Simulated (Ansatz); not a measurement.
Consider HgTe in the zinc blende structure (space group F-43m, No. 216; a = 6.5098 Å).

Method: PBEsol (Ansatz, a program for electronic structure; PAW; 420 eV plane waves; scalar-relativistic without spin-orbit coupling).

For the base:

- Lattice parameter a = 6.510 Å

It is then changed as follows: Sn takes the place of Hg on all its sites; the structure is relaxed again.

Tabulated Pauling electronegativity and covalent radius: Hg 2.00, 1.32 Å; Sn 1.96, 1.39 Å.

Problem. How does this affect the lattice parameter a?

Solution. The lattice parameter a grows by 0.572 Å, from 6.510 Å to 7.082 Å.

No phonon test of stability was made. For SnTe in this form, whether it has been made was not checked. The final runs are not spin-polarised.
